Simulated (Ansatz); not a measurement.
For TiSi (model structure, started from the CsCl type, Pm-3m, No. 221, 2 atoms in the cell), PBE (Ansatz, a first-principles code, plane waves, PAW) gives:

```
Quantity                   Result
-------------------  ------------
lattice parameter a       3.114 Å
bulk modulus B0           125 GPa
cohesive energy      5.19 eV/atom
```

**Question.** What does r²SCAN (Ansatz, plane waves, PAW) give for the same quantities?

**Answer.** 
- lattice constant a: 3.100 Å (falls by 0.4 %)
- bulk modulus: 130 GPa (grows by 4.0 %)
- cohesive energy: 4.90 eV/atom (falls by 0.29 eV/atom)

Changes are worked out from the printed values.

Unless a cell is named, each level is at its own relaxed cell (PBE 15.10, r²SCAN 14.90 Å³/atom).

The crystal itself was run without spin with r²SCAN; a magnetic state was not tried in these runs.

Caveats: the bulk modulus is −V dP/dV from two relaxed cells at ±2 % in volume (PBE, r²SCAN). Ansatz's density-functional and Hartree–Fock values are scalar-relativistic unless marked +SOC, with PAW data made under PBE.

A model structure was made by putting elements into a prototype or built by hand; it is no filed structure, need not be a known phase, and can be a saddle point held by its symmetry.
